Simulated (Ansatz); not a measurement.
Defect: interstitial Cu in zinc-blende GaAs, charge state +1. Calculation: PBE, PAW (plane waves to 420 eV; Ansatz, an electronic-structure program).

Cell of 64 host sites held at the relaxed PBE lattice; one k-point at (0.250, 0.250, 0.250); Fermi-Dirac width 0.05 eV, spin-restricted; finite-size errors left in. No zero-point or tunnelling terms. PBE gaps are too small, and in this host the defect's levels may merge with the bands. The charge state is imposed; whether it is stable for some Fermi level was not computed. Sites that were not tried may lie lower.

Barriers: single points on a 2×2×2 k-point mesh shifted by half a step at the bands' geometries.

The step: Cu moves alone to another site. Atoms about the jump, Cartesian Å from the middle of the jump, before and after:

```json
[
 {"atom": "Cu1", "x0": "-1.15", "y0": "-1.16", "z0": "-0.29", "x1": "1.15", "y1": "1.16", "z1": "0.29"},
 {"atom": "Ga2", "x0": "1.24", "y0": "-1.76", "z0": "0.31", "x1": "1.13", "y1": "-1.77", "z1": "0.27"},
 {"atom": "Ga3", "x0": "-1.76", "y0": "1.25", "z0": "0.31", "x1": "-1.78", "y1": "1.13", "z1": "0.27"},
 {"atom": "Ga4", "x0": "1.13", "y0": "1.14", "z0": "-2.58", "x1": "1.13", "y1": "1.13", "z1": "-2.64"},
 {"atom": "Ga5", "x0": "-1.77", "y0": "-1.76", "z0": "-2.70", "x1": "-1.75", "y1": "-1.74", "z1": "-2.61"},
 {"atom": "As6", "x0": "-0.27", "y0": "-0.26", "z0": "1.80", "x1": "-0.33", "y1": "-0.32", "z1": "1.73"},
 {"atom": "As7", "x0": "2.59", "y0": "-0.29", "z0": "-1.15", "x1": "2.59", "y1": "-0.32", "z1": "-1.19"},
 {"atom": "As8", "x0": "-0.29", "y0": "2.60", "z0": "-1.15", "x1": "-0.33", "y1": "2.59", "z1": "-1.19"},
 {"atom": "As9", "x0": "-0.28", "y0": "-3.24", "z0": "-1.18", "x1": "-0.32", "y1": "-3.18", "z1": "-1.18"},
 {"atom": "As10", "x0": "-3.24", "y0": "-0.27", "z0": "-1.18", "x1": "-3.19", "y1": "-0.31", "z1": "-1.18"},
 {"atom": "As11", "x0": "-0.30", "y0": "-0.29", "z0": "-4.04", "x1": "-0.32", "y1": "-0.31", "z1": "-4.04"}
]
```

Question: Predict the transition state.

Answer: 
```json
[
 {"atom": "Cu1", "x": "-0.23", "y": "-0.23", "z": "-1.03"},
 {"atom": "Ga2", "x": "1.20", "y": "-1.81", "z": "0.35"},
 {"atom": "Ga3", "x": "-1.82", "y": "1.21", "z": "0.34"},
 {"atom": "Ga4", "x": "1.18", "y": "1.19", "z": "-2.65"},
 {"atom": "Ga5", "x": "-1.76", "y": "-1.76", "z": "-2.62"},
 {"atom": "As6", "x": "-0.30", "y": "-0.29", "z": "1.72"},
 {"atom": "As7", "x": "2.57", "y": "-0.30", "z": "-1.15"},
 {"atom": "As8", "x": "-0.30", "y": "2.58", "z": "-1.15"},
 {"atom": "As9", "x": "-0.30", "y": "-3.17", "z": "-1.15"},
 {"atom": "As10", "x": "-3.18", "y": "-0.29", "z": "-1.15"},
 {"atom": "As11", "x": "-0.30", "y": "-0.29", "z": "-4.04"}
]
```
It lies 0.19 eV above the start and 0.19 eV above the end. The saddle point's order was not checked, and it lies on a symmetry element of the cell, where a band can be held.
